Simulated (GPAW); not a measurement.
**A self-consistent single point of ScPd3 (Pm-3m, 4 atoms in the cell) with GPAW**

Computed with PBEsol, GPAW PAW datasets PBEsol (made by gpaw-setup) (plane waves; GPAW).

Input as run:

```python
from ase import Atoms
from ase.units import GPa
from gpaw import GPAW, PW

atoms = Atoms(['Pd', 'Pd', 'Pd', 'Sc'],
              cell=[[3.982000, 0.000000, 0.000000],
                    [0.000000, 3.982000, 0.000000],
                    [0.000000, 0.000000, 3.982000]],
              scaled_positions=[[0.000000, 0.500000, 0.500000],
                                [0.500000, 0.000000, 0.500000],
                                [0.500000, 0.500000, 0.000000],
                                [0.000000, 0.000000, 0.000000]],
              pbc=True)

calc = GPAW(mode=PW(800),
            xc='PBEsol',
            kpts={'size': (8, 8, 8), 'gamma': True},
            occupations={'name': 'methfessel-paxton', 'width': 0.05, 'order': 1},
            nbands=-10,
            convergence={'density': 1e-05},
            symmetry={'symmorphic': False, 'tolerance': 0.0005},
            maxiter=100)

atoms.calc = calc

energy = atoms.get_potential_energy()
print('Energy (eV):', round(energy, 6))
forces = atoms.get_forces()
print('Forces (eV/Ang):')
print(forces.round(5))
stress = atoms.get_stress()
print('Stress (GPa, Voigt):', (stress / GPa).round(4))
```

Output, abridged:

```
Input parameters:
  convergence: {density: 1e-05}
  kpts: {gamma: True,
         size: (8, 8, 8)}
  maxiter: 100
  mode: {ecut: 800.0,
         name: pw}
  nbands: -10
  occupations: {name: methfessel-paxton,
                order: 1,
                width: 0.05}
  symmetry: {symmorphic: False,
             tolerance: 0.0005}
  xc: PBEsol

species:
  Pd:
    name: Palladium
    Z: 46.0
    valence: 16
    core: 30
    charge: 0.0
    file: Pd.PBEsol.gz

    # Using partial waves for Pd as LCAO basis

  Sc:
    name: Scandium
    Z: 21.0
    valence: 11
    core: 10
    charge: 0.0
    file: Sc.PBEsol.gz

    # Using partial waves for Sc as LCAO basis

Reference energy: -432245.896184  # eV

Spin-paired calculation

Convergence criteria:
 Maximum [total energy] change in last 3 cyles: 0.0005 eV / valence electron
 Maximum integral of absolute [dens]ity change: 1e-05 electrons / valence electron
 Maximum integral of absolute [eigenst]ate change: 4e-08 eV^2 / valence electron
 Maximum number of scf [iter]ations: 100

Symmetries present (total): 48
Symmetries with fractional translations: 0
512 k-points: 8 x 8 x 8 Monkhorst-Pack grid + [1/16,1/16,1/16]
35 k-points in the irreducible part of the Brillouin zone
       k-points in crystal coordinates                weights
   0:     0.00000000    0.00000000    0.00000000          1/512
   1:     0.12500000    0.00000000    0.00000000          6/512
   2:     0.12500000    0.12500000    0.00000000         12/512
   [... 7 lines left out ...]
          ...
  34:     0.50000000    0.50000000    0.50000000          1/512

Wave functions: Plane wave expansion
  Cutoff energy: 800.000 eV
  Number of coefficients (min, max): 3184, 3294
  Pulay-stress correction: 0.000000 eV/Ang^3 (de/decut=0.000000)

Occupation numbers: Methfessel-Paxton:
  width: 0.0500  # eV
  order: 1

Eigensolver

Densities:
  Coarse grid: 27*27*27 grid
  Fine grid: 54*54*54 grid
  Total Charge: 0.000000

Density mixing:
  Method: separate
  Backend: pulay
  Linear mixing parameter: 0.05
  old densities: 5
  Damping of long wavelength oscillations: 50

Hamiltonian:
  XC and Coulomb potentials evaluated on a 54*54*54 grid
  External potential:
    NoExternalPotential

XC parameters: PBEsol with 2 nearest neighbor stencil

Number of atoms: 4
Number of atomic orbitals: 49
Number of bands in calculation: 39
Number of valence electrons: 59
Bands to converge: occupied

Density initialized from atomic densities
  39 bands from LCAO basis set

Atomic positions and initial magnetic moments

Positions:
   0 Pd     0.000000    1.991000    1.991000    ( 0.0000,  0.0000,  0.0000)
   1 Pd     1.991000    0.000000    1.991000    ( 0.0000,  0.0000,  0.0000)
   2 Pd     1.991000    1.991000    0.000000    ( 0.0000,  0.0000,  0.0000)
   3 Sc     0.000000    0.000000    0.000000    ( 0.0000,  0.0000,  0.0000)

Unit cell:
           periodic     x           y           z      points  spacing
  1. axis:    yes    3.982000    0.000000    0.000000    27     0.1475
  2. axis:    yes    0.000000    3.982000    0.000000    27     0.1475
  3. axis:    yes    0.000000    0.000000    3.982000    27     0.1475

  Lengths:   3.982000   3.982000   3.982000
  Angles:   90.000000  90.000000  90.000000

Effective grid spacing dv^(1/3) = 0.1475

     iter     time        total  log10-change:
                         energy   eigst   dens
iter:   1 --:--:--   -30.965638
iter:   2 --:--:--   -26.317656   -0.51  -1.03
iter:   3 --:--:--   -23.332217   -0.83  -1.16
iter:   4 --:--:--   -22.805045   -0.87  -1.43
iter:   5 --:--:--   -22.568746   -1.57  -1.77
iter:   6 --:--:--   -22.335586   -1.31  -1.97
iter:   7 --:--:--   -22.321767   -2.21  -2.14
iter:   8 --:--:--   -22.246082   -2.51  -2.25
iter:   9 --:--:--   -22.246950   -3.12  -2.98
iter:  10 --:--:--   -22.247909c  -3.68  -3.33
iter:  11 --:--:--   -22.246459c  -3.93  -3.25
iter:  12 --:--:--   -22.246519c  -4.50  -3.66
iter:  13 --:--:--   -22.246559c  -5.11  -3.74
iter:  14 --:--:--   -22.246724c  -4.91  -3.59
iter:  15 --:--:--   -22.246716c  -5.66  -4.03
   [... 6 lines left out ...]
iter:  22 --:--:--   -22.246531c  -5.45  -3.92
iter:  23 --:--:--   -22.246531c  -5.80  -4.25
iter:  24 --:--:--   -22.246532c  -6.71  -4.41
iter:  25 --:--:--   -22.246531c  -6.51  -4.51
iter:  26 --:--:--   -22.246532c  -7.23  -4.82
iter:  27 --:--:--   -22.246533c  -7.77c -4.83
iter:  28 --:--:--   -22.246532c  -7.47c -4.92
iter:  29 --:--:--   -22.246531c  -7.52c -5.07c

Converged after 29 iterations.

Dipole moment: (-0.000000, 0.000000, 0.000000) |e|*Ang

Energy contributions relative to reference atoms: (reference = -432245.896184)

Kinetic:        -17.805673
Potential:       +2.061642
External:        +0.000000
XC:              -6.185878
Entropy (-ST):   +0.000498
Local:           -0.316954
SIC:             +0.000000
--------------------------
Free energy:    -22.246365
Extrapolated:   -22.246531

Showing only first 2 kpts
 Kpt  Band  Eigenvalues  Occupancy
  0    27      8.95220   -0.00000
  0    28      8.95220   -0.00000
  0    29     11.80911    0.00000
  0    30     11.80911    0.00000

  1    27      8.58512    2.00000
  1    28      8.95249   -0.00000
  1    29     10.93480    0.00000
  1    30     11.71779    0.00000

Fermi level: 8.76982

No gap
No difference between direct/indirect transitions
Energy (eV): -22.246531

Forces in eV/Ang:
  0 Pd    0.00000    0.00000    0.00000
  1 Pd    0.00000    0.00000    0.00000
  2 Pd    0.00000    0.00000    0.00000
  3 Sc   -0.00000    0.00000    0.00000

Stress tensor:
     0.027334    -0.000000     0.000000
    -0.000000     0.027334     0.000000
     0.000000     0.000000     0.027334
Stress (GPa, Voigt): [ 4.3794  4.3794  4.3794  0.      0.     -0.    ]
```

The run converged in 29 iterations. GPAW prints stress with tension positive.

The starting cell comes from a database of published, mostly measured structures (it also holds non-ambient and calculated ones), without a prior relaxation at this level. Spin polarisation is off. With a pressure of about -4 GPa the cell is away from its equilibrium volume at this level.

Cost on one core of a shared machine: roughly 4 min.
